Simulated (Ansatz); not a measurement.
A computed series for SnAu: pressure series

The parent structure is SnAu in the NiAs type structure (space group P6_3/mmc, No. 194).

```cif
data_Au2Sn2
_chemical_formula_sum 'Sn2 Au2'
_space_group_name_H-M_alt 'P 1'
_space_group_IT_number 1
_cell_length_a 4.33265
_cell_length_b 4.33265
_cell_length_c 5.55623
_cell_angle_alpha 90.000
_cell_angle_beta 90.000
_cell_angle_gamma 120.000
loop_
_space_group_symop_operation_xyz
  'x, y, z'
loop_
_atom_site_label
_atom_site_type_symbol
_atom_site_fract_x
_atom_site_fract_y
_atom_site_fract_z
_atom_site_occupancy
Sn1 Sn 0.66667 0.33333 0.75000 1
Sn2 Sn 0.33333 0.66667 0.25000 1
Au1 Au 0.00000 0.00000 0.50000 1
Au2 Au 0.00000 0.00000 0.00000 1
```

Cell and atoms are relaxed at each pressure.

Computed with PBEsol/PAW in Ansatz (a first-principles code), without spin-orbit coupling.

```tsv
change	shortest interatomic distance	c/a ratio	density
base	2.778 Å	1.282	11.61 g/cm³
pressure −2 GPa	2.794 Å	1.278	11.34 g/cm³
pressure −1 GPa	2.787 Å	1.281	11.48 g/cm³
pressure 0.3 GPa	2.776 Å	1.283	11.65 g/cm³
pressure 0.7 GPa	2.773 Å	1.284	11.70 g/cm³
pressure 1.5 GPa	2.767 Å	1.285	11.79 g/cm³
pressure 3 GPa	2.757 Å	1.288	11.97 g/cm³
pressure 5 GPa	2.745 Å	1.291	12.19 g/cm³
pressure 7.5 GPa	2.730 Å	1.294	12.45 g/cm³
pressure 10 GPa	2.718 Å	1.297	12.69 g/cm³
```

Load acts through the strain it causes; cell and atoms are relaxed under it. Stability against distortions was not tested. No other phases were tried under pressure.
